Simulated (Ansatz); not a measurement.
This concerns the formation energy of the neutral Si_Hf in HfO2 (Pca2₁). Reaction: Si (diamond) + 32 HfO2 (Pca2₁) → cell A + Hf (hcp).

Cell A: a supercell of 96 sites of HfO2 (Pca2₁) with Si on a Hf site (5 O at 1.73–1.88 Å); spin state with PBE: run without spin, k-point mesh 2×2×2.
```yaml
crystal:
  lattice:
    - [10.58863, 0.00000, 0.00000]
    - [0.00000, 10.13941, 0.00000]
    - [0.00000, 0.00000, 10.20346]
  atoms:
    - { symbol: Hf, position: [0.01751, 0.13254, 0.11740] }
    - { symbol: Hf, position: [0.48709, 0.36839, 0.36882] }
    - { symbol: Hf, position: [0.23904, 0.13007, 0.37014] }
    - { symbol: Hf, position: [0.26737, 0.36648, 0.11850] }
    - { symbol: O, position: [0.18155, 0.03090, 0.19603] }
    - { symbol: O, position: [0.31918, 0.46298, 0.43837] }
    - { symbol: O, position: [0.07489, 0.03057, 0.44572] }
    - { symbol: O, position: [0.43167, 0.46894, 0.19460] }
    - { symbol: O, position: [0.36459, 0.23215, 0.24315] }
    - { symbol: O, position: [0.14109, 0.26696, 0.49474] }
    - { symbol: O, position: [0.39064, 0.23085, 0.49194] }
    - { symbol: O, position: [0.11563, 0.26629, 0.24453] }
    - { symbol: Hf, position: [0.01891, 0.13600, 0.62019] }
    - { symbol: Hf, position: [0.48444, 0.37094, 0.86752] }
    - { symbol: Hf, position: [0.23609, 0.13402, 0.86975] }
    - { symbol: Hf, position: [0.26719, 0.37376, 0.61668] }
    - { symbol: O, position: [0.18327, 0.03434, 0.69548] }
    - { symbol: O, position: [0.31783, 0.46814, 0.94073] }
    - { symbol: O, position: [0.06846, 0.03480, 0.94041] }
    - { symbol: O, position: [0.43704, 0.49202, 0.68495] }
    - { symbol: O, position: [0.36356, 0.24463, 0.74213] }
    - { symbol: O, position: [0.13709, 0.26761, 0.99476] }
    - { symbol: O, position: [0.38766, 0.23549, 0.99243] }
    - { symbol: O, position: [0.11262, 0.27115, 0.74459] }
    - { symbol: Hf, position: [0.01393, 0.63499, 0.11783] }
    - { symbol: Hf, position: [0.49013, 0.85746, 0.38241] }
    - { symbol: Hf, position: [0.23419, 0.62668, 0.36796] }
    - { symbol: Hf, position: [0.27062, 0.86626, 0.12484] }
    - { symbol: O, position: [0.18152, 0.53253, 0.19152] }
    - { symbol: O, position: [0.32513, 0.96077, 0.44465] }
    - { symbol: O, position: [0.06942, 0.52864, 0.44280] }
    - { symbol: O, position: [0.43403, 0.96518, 0.20025] }
    - { symbol: O, position: [0.36826, 0.73078, 0.25944] }
    - { symbol: O, position: [0.14568, 0.76257, 0.49376] }
    - { symbol: O, position: [0.41176, 0.72077, 0.52732] }
    - { symbol: O, position: [0.11673, 0.76593, 0.24432] }
    - { symbol: Hf, position: [0.01379, 0.63081, 0.61626] }
    - { symbol: Hf, position: [0.47802, 0.86182, 0.86589] }
    - { symbol: Hf, position: [0.22730, 0.63303, 0.87211] }
    - { symbol: Hf, position: [0.26460, 0.86784, 0.62139] }
    - { symbol: O, position: [0.18031, 0.53382, 0.69280] }
    - { symbol: O, position: [0.32044, 0.97336, 0.95387] }
    - { symbol: O, position: [0.06330, 0.53189, 0.94417] }
    - { symbol: O, position: [0.43029, 0.97459, 0.69647] }
    - { symbol: O, position: [0.33266, 0.76046, 0.76926] }
    - { symbol: O, position: [0.13429, 0.77088, 0.99562] }
    - { symbol: O, position: [0.38569, 0.73137, 0.00523] }
    - { symbol: O, position: [0.09608, 0.76373, 0.74256] }
    - { symbol: Hf, position: [0.51373, 0.12716, 0.11673] }
    - { symbol: Hf, position: [0.98501, 0.36526, 0.36587] }
    - { symbol: Hf, position: [0.73375, 0.13370, 0.36429] }
    - { symbol: Hf, position: [0.76400, 0.36753, 0.11688] }
    - { symbol: O, position: [0.68352, 0.03308, 0.18947] }
    - { symbol: O, position: [0.82049, 0.46822, 0.44255] }
    - { symbol: O, position: [0.57483, 0.02883, 0.44664] }
    - { symbol: O, position: [0.93103, 0.46710, 0.19031] }
    - { symbol: O, position: [0.86424, 0.23238, 0.24205] }
    - { symbol: O, position: [0.63849, 0.26855, 0.49036] }
    - { symbol: O, position: [0.88904, 0.23286, 0.49280] }
    - { symbol: O, position: [0.61257, 0.26580, 0.24156] }
    - { symbol: Hf, position: [0.51686, 0.13260, 0.61834] }
    - { symbol: Hf, position: [0.98112, 0.36698, 0.86926] }
    - { symbol: Hf, position: [0.73138, 0.13273, 0.87015] }
    - { symbol: Hf, position: [0.76656, 0.36543, 0.61659] }
    - { symbol: O, position: [0.67967, 0.02708, 0.69664] }
    - { symbol: O, position: [0.81202, 0.46745, 0.93841] }
    - { symbol: O, position: [0.56699, 0.03191, 0.94105] }
    - { symbol: O, position: [0.92642, 0.47089, 0.69527] }
    - { symbol: O, position: [0.86263, 0.23164, 0.74306] }
    - { symbol: O, position: [0.63459, 0.26876, 0.99175] }
    - { symbol: O, position: [0.88550, 0.23313, 0.99404] }
    - { symbol: O, position: [0.61321, 0.26891, 0.74107] }
    - { symbol: Hf, position: [0.51731, 0.63301, 0.12169] }
    - { symbol: Hf, position: [0.99057, 0.86944, 0.36517] }
    - { symbol: Hf, position: [0.73877, 0.63416, 0.37004] }
    - { symbol: Hf, position: [0.76589, 0.86581, 0.11605] }
    - { symbol: O, position: [0.67988, 0.52910, 0.20093] }
    - { symbol: O, position: [0.82557, 0.97147, 0.43684] }
    - { symbol: O, position: [0.56616, 0.53696, 0.45742] }
    - { symbol: O, position: [0.93379, 0.96549, 0.18913] }
    - { symbol: O, position: [0.86535, 0.73159, 0.24238] }
    - { symbol: O, position: [0.64757, 0.76877, 0.49179] }
    - { symbol: O, position: [0.89467, 0.73564, 0.49013] }
    - { symbol: O, position: [0.61661, 0.76843, 0.24255] }
    - { symbol: Si, position: [0.52846, 0.61292, 0.61157] }
    - { symbol: Hf, position: [0.98040, 0.86878, 0.86872] }
    - { symbol: Hf, position: [0.72467, 0.63108, 0.85954] }
    - { symbol: Hf, position: [0.77067, 0.87591, 0.60857] }
    - { symbol: O, position: [0.67428, 0.53244, 0.67925] }
    - { symbol: O, position: [0.81809, 0.96989, 0.94342] }
    - { symbol: O, position: [0.56773, 0.53043, 0.94917] }
    - { symbol: O, position: [0.93332, 0.97093, 0.69016] }
    - { symbol: O, position: [0.84598, 0.74071, 0.74064] }
    - { symbol: O, position: [0.63554, 0.76997, 0.98514] }
    - { symbol: O, position: [0.88418, 0.73150, 0.99151] }
    - { symbol: O, position: [0.57428, 0.73143, 0.73475] }
```

Reference: Hf (hcp, P6₃/mmc), 2 atoms in the cell, k-point mesh 24×24×12 on the run's own vectors. Conventional cell: a = 3.2044 Å, b = 3.2044 Å, c = 5.0722 Å, α = 90.00°, β = 90.00°, γ = 120.00°.

Reference: Si (diamond, Fd-3m), 2 atoms in the cell, k-point mesh 10×10×10 on the run's own vectors. Conventional cell: a = b = c = 5.4697 Å, α = β = γ = 90.00°.

Reference: HfO2 (Pca2₁), 96 atoms in the cell, the relaxed perfect crystal repeated, atoms not moved again, k-point mesh 2×2×2 on the run's own vectors.

Plane-wave PAW calculations with Ansatz (a program for electronic structure), its PAW set soft_1, cutoff 420 eV, 500 eV for r2SCAN. The structures are at rest with PBE, within the held lattices; other levels are single points on them. Neutral cells; Fermi-Dirac smearing of at most 0.10 eV in the solids, energies taken to zero width. The lattices are those relaxed with PBE, so at other levels the solids can be strained, which adds to the spread. Larger cells are relaxed from a start prepared with the learned potential CHGNet till forces fall under 0.03 eV/Å, which some starts already meet. A dispersion term (D3(BJ), or D4 for r2SCAN) was computed beside these levels and is taken off wherever the name lacks it. No zero-point or thermal terms. No structure search was made; lower ones may exist. The runs are scalar-relativistic, without spin-orbit coupling. No correction for cell size. Mesh and cell size may move defect energies by 0.1 eV or more. The value holds for the reservoirs listed; other chemical potentials shift it.

Predict the value from r2SCAN.

4.74 eV, for Si (diamond) + 32 HfO2 (Pca2₁) → cell A + Hf (hcp).

List the value at the remaining levels and say how far they part.


```json
[
 {"Level": "PBE", "value (eV)": "4.21", "less r2SCAN": "-0.53"}
]
```

The levels shown span 0.53 eV, from PBE (4.21) to r2SCAN (4.74).
